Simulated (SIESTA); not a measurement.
A user runs SIESTA on ZrBr (P1, 4 atoms in the cell) and asks whether the run is sound. The aim is a self-consistent single point with DFT, LDA PW92, numerical atomic orbitals DZP, PseudoDojo LDA standard norm-conserving potentials (rewritten from UPF to PSML).

Input as run:

```
# files in the folder: Zr.psml Br.psml (PseudoDojo LDA standard)
SystemName  ZrBr
SystemLabel ZrBr

NumberOfAtoms                4
NumberOfSpecies              2
%block ChemicalSpeciesLabel
  1 40 Zr
  2 35 Br
%endblock ChemicalSpeciesLabel
LatticeConstant              1.0 Ang
%block LatticeVectors
     1.751550000    1.011258000    9.357000000
    -1.751550000    1.011258000    9.357000000
     0.000000000   -2.022516000    9.357000000
%endblock LatticeVectors
AtomicCoordinatesFormat      Fractional
%block AtomicCoordinatesAndAtomicSpecies
     0.208976000    0.202605000    0.215425000  1
     0.796063000    0.792574000    0.786090000  1
     0.396937000    0.391046000    0.387581000  2
     0.598025000    0.613775000    0.610903000  2
%endblock AtomicCoordinatesAndAtomicSpecies

XC.functional                LDA
XC.authors                   PW92
PAO.BasisSize                DZP
PAO.EnergyShift              0.01 Ry
MeshCutoff                   350 Ry
%block kgrid.MonkhorstPack
    1   0   0  0.0
    0   1   0  0.0
    0   0   1  0.0
%endblock kgrid.MonkhorstPack
OccupationFunction           MP
OccupationMPOrder            1
ElectronicTemperature        100.0 meV

MaxSCFIterations             150
SCF.Mixer.Method             Broyden
SCF.Mixer.Weight             0.25
SCF.Mixer.History            6
SCF.DM.Tolerance             1.0E-04
Diag.ParallelOverK           true
WriteForces                  true
```

Output (repeated stretches shortened):

```
reinit: Reading from file input.fdf

reinit: System Name: ZrBr
reinit: System Label: ZrBr

coor:   Atomic-coordinates input format  =     Fractional

siesta: Atomic coordinates (Bohr) and species
siesta:      0.02109  -0.03682  11.08683  1        1
   [... lines left out ...]
diag: Orthogonalization factor                      =  0.100E-05
diag: Memory factor                                 =  1.0000

                        Single-point calculation

outcell: Unit cell vectors (Ang):
        1.751550    1.011258    9.357000
       -1.751550    1.011258    9.357000
        0.000000   -2.022516    9.357000

outcell: Cell vector modules (Ang)   :    9.573088    9.573088    9.573088
outcell: Cell angles (23,13,12) (deg):     21.0851     21.0851     21.0851
outcell: Cell volume (Ang**3)        :     99.4426
Gamma-point calculation with interaction between periodic images
Gamma-point calculation with interaction between periodic images
Some features might not work optimally:
Some features might not work optimally:
e.g. DM initialization from atomic data
e.g. DM initialization from atomic data
new_DM -- step:     1
Initializing Density Matrix...

Attempting to read DM from file... Failed...
DM filled with atomic data:

InitMesh: MESH = 108 x 108 x 108 = 1259712
InitMesh: Mesh cutoff (required, used) =   350.000   368.194 Ry

stepf: Methfessel-Paxton step function
       Using Hermite-Gauss polynomials of order  1
        iscf     Eharris(eV)        E_KS(eV)     FreeEng(eV)     dDmax    Ef(eV) dHmax(eV)
   scf:    1    -3585.486071    -3605.333878    -3605.375469  1.316924 -3.259824  7.986336
   scf:    2    -3598.319202    -3606.203840    -3606.253951  0.315455 -2.347185  7.819586
   scf:    3    -3609.212120    -3608.377993    -3608.430586  0.128311 -2.899323  1.598672
   scf:    4    -3608.269044    -3608.421586    -3608.474398  0.116735 -3.213077  1.533828
   scf:    5    -3608.421151    -3608.444013    -3608.496323  0.031026 -3.213399  1.327022
   [... 4 lines left out ...]
   scf:   10    -3608.483141    -3608.483261    -3608.535841  0.000365 -3.204436  0.003061
   scf:   11    -3608.483128    -3608.483195    -3608.535841  0.000206 -3.204770  0.001502
   scf:   12    -3608.483126    -3608.483160    -3608.535842  0.000110 -3.204926  0.000730
   scf:   13    -3608.483121    -3608.483140    -3608.535842  0.000065 -3.205019  0.000424
SCF Convergence by DM+H criterion
max |DM_out - DM_in|         :     0.0000647717
max |H_out - H_in|      (eV) :     0.0004238356
SCF cycle converged after 13 iterations

Using DM_out to compute the final energy and forces

siesta: E_KS(eV) =            -3608.4831

siesta: E_KS - E_eggbox =     -3608.4831

siesta: Atomic forces (eV/Ang):
     1   -0.008703    0.087014   -0.720522
     2    0.012189   -0.082887    0.698423
     3   -0.009740   -0.017121    0.536902
     4    0.005850    0.013334   -0.513916
   Tot   -0.000403    0.000340    0.000887
   Max    0.720522
   Res    0.362237    sqrt( Sum f_i^2 / 3N )
   Max    0.720522    constrained

Stress tensor Voigt[x,y,z,yz,xz,xy] (kbar):     -393.96     -367.42       22.46       -4.36        0.79       17.95
   [... lines left out ...]
siesta: FreeEng =     -3608.535842
   [... lines left out ...]
siesta:     0.011205   -0.229324   -0.002722
siesta:     0.000495   -0.002722    0.014016

siesta: Cell volume =         99.442581 Ang**3

siesta: Pressure (static):
siesta:                Solid            Molecule  Units
siesta:           0.00167436          0.00136708  Ry/Bohr**3
siesta:           0.15373279          0.12551979  eV/Ang**3
siesta:         246.30708972        201.10487711  kBar
```

### Question
Is anything amiss in this input, and did it matter?

### Answer
The run is not sound. The fault is a single k-point for a small metallic cell. One k-point cannot sample the Fermi surface of a small cell. To fix it, use a converged k-point mesh. The run converged in 13 iterations without an error; against the sound input the free energy rises by 2.70 eV/atom, the pressure goes from -4.18 to 24.63 GPa and the largest force goes from 0.490 to 0.726 eV/Å.

The sound input it was made from differs as follows (other fixes are possible):
```diff
-    1   0   0  0.0
-    0   1   0  0.0
-    0   0   1  0.0
+    5   0   0  0.0
+    0   5   0  0.0
+    0   0   5  0.0
```

With that input, the run converged in 9 iterations: free energy E − TS -3619.3340 eV; Fermi level (on the code's own zero) -3.64 eV; pressure -4.18 GPa; largest force (vector length) 0.490 eV/Å (DFT, LDA PW92, numerical atomic orbitals DZP, PseudoDojo LDA standard norm-conserving potentials (rewritten from UPF to PSML)).

On the sound input: the starting cell comes from a database of published, mostly measured structures (it also holds non-ambient and calculated ones), without a prior relaxation at this level. Its atoms were displaced at random from the sites of space group no. 166. Values carry the incompleteness of an atom-centred basis. With a pressure of about -4 GPa the cell is away from its equilibrium volume at this level. Without a gap this mesh is coarse (it stands for a supercell whose shortest vector is 18 Å).
